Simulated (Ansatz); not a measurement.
Zn: response to strain

Take Zn in the hcp (Mg type) structure (space group P6_3/mmc, No. 194; a = 2.6129 Å, c = 4.7815 Å; relaxed with 0.1 eV smearing) as the base.

Strains are applied to the cell and any free atomic positions relax.

Computed with PBEsol, PAW, 420 eV (Ansatz, a quantum-chemistry and plane-wave program; scalar-relativistic without spin-orbit coupling).

Candidates:
(a) isotropic strain −2.00 %
(b) isotropic strain +2.00 %
(c) isotropic strain −3.00 %

Notes on the quantities. energy relative to the base: free energy F.

Q: Order them by energy relative to the base, lowest first.

A: (b) isotropic strain +2.00 % (+14 meV/atom), (a) isotropic strain −2.00 % (+16 meV/atom), (c) isotropic strain −3.00 % (+38 meV/atom)

No phonon test of stability was made.
